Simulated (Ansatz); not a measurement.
## A constructed model of the (111) surface of fcc Al, a layer of Ni in place of the second plane (bottom of the slab: a bare face, its two planes held)

Level of theory: PBE (plane waves to 420 eV, PAW; Ansatz, a first-principles code).

Model: 6-atom slab, 11.7 Å thick at the start with caps and adatoms (thin: gaps and levels are the slab's own), 15x15x1 mesh, Fermi-Dirac 0.1 eV, dipole correction, 2 atoms held, the rest relaxed; symmetry of the start imposed; spin-polarised, no spin-orbit, no U. The starting moment vanished. In PBE it lies 0.20 eV a 1x1 cell over the lowest computed structure of the same composition (a layer of Ni in place of the third plane).

```
Quantity                                              Result
-----------------------------  -----------------------------
work function of the top face                        4.36 eV
energy released by relaxation                        0.80 eV
magnetic moment of the cell                          0.00 μB
cost                           very roughly 2.6 core-minutes
```
